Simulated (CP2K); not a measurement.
Worked example: self-consistent single point of PtSe2 (P1, 3 atoms in the cell) in CP2K.

Level of theory: LDA (Pade form), GPW, DZVP-MOLOPT-SR-GTH basis, GTH-PADE potentials (GTH_POTENTIALS) run with CP2K 2026.2.

```
PtSe2
1.0
    3.71731     0.00000     0.00000
   -1.85865     3.21929     0.00000
    0.00000     0.00000     5.82007
Pt Se
1 2
Direct
  0.98919   0.00183   0.00066
  0.66433   0.32318   0.77448
  0.34648   0.67498   0.22486
```

Reference input (self-consistent single point, DFT LDA (Pade form), GPW, DZVP-MOLOPT-SR-GTH basis, GTH-PADE potentials (GTH_POTENTIALS)): CUTOFF = 500 Ry; REL_CUTOFF = 50 Ry; KPOINTS/SCHEME = MONKHORST-PACK 5 5 3; XC_FUNCTIONAL = PADE; Pt/BASIS_SET = DZVP-MOLOPT-SR-GTH; Pt/POTENTIAL = GTH-PADE-q18; Se/BASIS_SET = DZVP-MOLOPT-SR-GTH; Se/POTENTIAL = GTH-PADE-q6; METHOD = GPW; EPS_DEFAULT = 1e-10; NGRIDS = 5; SCF_GUESS = ATOMIC. This run's input differs from it in these lines:

```diff
@@ -36,3 +36,4 @@
     &KPOINTS
-      SCHEME MONKHORST-PACK 5 5 3
+      SCHEME MONKHORST-PACK 14 14 8
+      GAMMA_CENTERED T
     &END KPOINTS
```

Output, abridged:

```
 SCF WAVEFUNCTION OPTIMIZATION

  Step     Update method      Time    Convergence         Total energy    Change
     1 NoMix/Diag. 0.30E+00      -     0.55009836      -140.0332585204 -1.40E+02
     2 Broy./Diag. 0.30E+00      -     0.13529050      -141.5065276132 -1.47E+00
     3 Broy./Diag. 0.30E+00      -     0.04373801      -140.1648074305  1.34E+00
     4 Broy./Diag. 0.30E+00      -     0.01286551      -139.7650526422  4.00E-01
     5 Broy./Diag. 0.30E+00      -     0.00197308      -139.7544414642  1.06E-02
     6 Broy./Diag. 0.30E+00      -     0.00087629      -139.7528959215  1.55E-03
   [... 4 lines left out ...]
    11 Broy./Diag. 0.30E+00      -     0.00000934      -139.7497815622  1.95E-04
    12 Broy./Diag. 0.30E+00      -     0.00000645      -139.7497169826  6.46E-05
    13 Broy./Diag. 0.30E+00      -     0.00000123      -139.7496987727  1.82E-05
    14 Broy./Diag. 0.30E+00      -     0.00000025      -139.7496965529  2.22E-06
  *** SCF run converged in    14 steps ***

  Overlap energy of the core charge distribution:               0.00000000543875
  Self energy of the core charge distribution:               -222.62257214343231
  Core Hamiltonian energy:                                     49.68265310987119
  Hartree energy:                                              48.91066805002103
  Exchange-correlation energy:                                -15.72044557482552

  Total energy:                                              -139.74969655292688

 ENERGY| Total FORCE_EVAL ( QS ) energy [hartree]           -139.749696402909251

 FORCES| Atomic forces [hartree/bohr]
 FORCES|   Atom     x               y               z               |f|
 FORCES|      1  1.91774085E-02 -1.82537904E-03 -1.98877126E-03   1.93664714E-02
   [... lines left out ...]

 STRESS| Analytical stress tensor [bar]
 STRESS|                        x                   y                   z
 STRESS|      x       -3.99407384047E+04   3.12363803382E+03  -5.97277776749E+03
 STRESS|      y        3.12363803382E+03  -5.63495549117E+04  -1.60771773315E+04
 STRESS|      z       -5.97277776749E+03  -1.60771773315E+04  -5.31175072556E+04
 STRESS| 1/3 Trace                                            -4.98026001907E+04
```

The run converged in 14 iterations. Against the reference run the free energy falls by 2.1 meV/atom, the pressure stays near -4.98 GPa while the zz stress (positive for compression) goes from -5.78 to -5.31 GPa, the largest force hardly changes (0.992 to 0.996 eV/Å) and the gap on the mesh goes from 0.677 to 0.349 eV.

The starting cell comes from a database of computed structures (which also holds hypothetical and non-ambient phases and stackings), without a prior relaxation at this level. Its atoms were displaced at random from the sites of space group no. 164. Spin-orbit coupling is off. Values carry the incompleteness of an atom-centred basis. With a pressure of about -5 GPa the cell is away from its equilibrium volume at this level. Another mesh or the band path of this cell gives a smaller gap, so this value is not converged in the mesh.

Cost on one core of a shared machine: roughly 90 s.
